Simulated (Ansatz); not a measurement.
Base system: HfN in the rock salt structure (space group Fm-3m, No. 225; relaxed with 0.1 eV smearing).

```
CELL_PARAMETERS angstrom
      0.00000     2.26285     2.26285
      2.26285     0.00000     2.26285
      2.26285     2.26285     0.00000
ATOMIC_POSITIONS crystal
  N  0.00000 0.00000 0.00000
  Hf 0.50000 0.50000 0.50000
```

Cartesian axes are those of the cell as printed.

The values are results of Ansatz (a first-principles code) r2SCAN, no spin-orbit coupling, not measurements.

It is then changed as follows: uniaxial stress, 3 GPa tension along x, with the cell and atoms free to relax against it.

Problem. Predict the new mean lateral Poisson ratio and secant Young's modulus along x.

Solution. The mean lateral Poisson ratio is 0.16; the secant Young's modulus along x comes out as 550 GPa.

Load acts through the strain it causes; cell and atoms are relaxed under it. Beyond what the load breaks, stability against distortions was not tested. The final runs are not spin-polarised. An odd electron count without spin: HfN.
